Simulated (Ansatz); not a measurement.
Take CdCu$_{2}$GeSe$_{4}$ (space group I-42m, No. 121) as the base.

```
CdCu2GeSe4
1.0
   -2.86511     2.86511     5.51206
    2.86511    -2.86511     5.51206
    2.86511     2.86511    -5.51206
Ge Cu Se Cd
1 2 4 1
Direct
  0.50000   0.50000   0.00000
  0.25000   0.75000   0.50000
  0.75000   0.25000   0.50000
  0.40420   0.40420   0.53438
  0.59580   0.13018   0.00000
  0.86982   0.86982   0.46562
  0.13018   0.59580   0.00000
  0.00000   0.00000   0.00000
```

Cartesian axes are those of the cell as printed.

Method: DFT with PBEsol, PAW potentials and a 420 eV plane-wave cutoff in Ansatz (an electronic-structure program), no spin-orbit coupling.

For the base:

| Property | Result |
|---|---|
| Pressure | 0.0 GPa |
| Shortest interatomic distance | 2.382 Å |
| Band gap | zero |

One thing is altered: biaxial strain −3.00 %, plane normal [001], relaxed out of plane (Cartesian); in-plane vectors clamped, the third vector and the atoms free.

What does the calculation give for the energy relative to the base, pressure, shortest interatomic distance and band gap after the change?

The energy grows by 9.5 meV/atom; the pressure (mean of the normal stresses, compression positive) goes from zero to 1.5 GPa; the shortest interatomic distance decreases by 0.0165 Å to 2.366 Å; the band gap stays zero.

The mesh was chosen for an insulator and is coarse for the gapless case. Stability against distortions was not tested. All final runs are without spin polarisation. Gaps under 0.05 eV, about the width of the smearing, are given as zero. A zero or small gap of CdCu2GeSe4 can be the functional's error rather than a property of the material.
